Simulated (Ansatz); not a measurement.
An Ansatz (a quantum-chemistry and plane-wave program) input (PBEsol (Ansatz), scalar-relativistic without spin-orbit coupling):

Ansatz 0.2 input:
```yaml
crystal:
  lattice:
    - [2.9745319129, 0, 0]
    - [0, 4.2066233729, 0]
    - [0, 0, 25.5165584323]
  atoms:
    - { symbol: Mo, position: [0, 0.25, 0.2939267856] }
    - { symbol: P, position: [0.5, 0.75, 0.2939267856] }
    - { symbol: Mo, position: [0, 0.75, 0.3763560714] }
    - { symbol: P, position: [0.5, 1.25, 0.3763560714] }
    - { symbol: Mo, position: [0, 1.25, 0.4587853571] }
    - { symbol: P, position: [0.5, 1.75, 0.4587853571] }
    - { symbol: Mo, position: [0, 1.75, 0.5412146429] }
    - { symbol: P, position: [0.5, 2.25, 0.5412146429] }
    - { symbol: Mo, position: [0, 2.25, 0.6236439286] }
    - { symbol: P, position: [0.5, 2.75, 0.6236439286] }
    - { symbol: Mo, position: [0, 2.75, 0.7060732144] }
    - { symbol: P, position: [0.5, 3.25, 0.7060732144] }
basis: { ecutwfc: 420, ecutrho_ratio: 4, xc_grid: 2, fft_grid_basis: typed }
kpoints: { mp_grid: { grid: [16, 11, 1] } }
hamiltonian:
  xc: pbesol
  dispersion: none
  pseudopotentials: { kind: paw }
scf: { occupations: { method: fermi_dirac, width: 0.05 }, convergence: { dr2_threshold: 0.0000000012 } }
relax: { f_tol: 0.01, max_steps: 50 }
output: { forces: true, stress: true }
checkpoint: { write: state.ck, write_every: 1000 }
```

Problem. Which symmetry and how many k-points will the program report, and about how many plane waves at Γ?

Solution. Space group Pmma (ITA 51) with 8 operations, k-points 54 of 176, and 6179 plane waves at Γ.

Stability against distortions was not tested. All final runs are without spin polarisation. The cell was made from MoP in the CsCl type structure (space group Pm-3m, No. 221; a hypothetical phase, not in the database extracts checked) by this change: a free-standing slab of 6 layers (12 atoms, 2 a layer) is cut normal to [110], with 15 Å of vacuum and the in-plane cell held at bulk. MoP has a high density of states at the Fermi level and may be magnetic at this level.
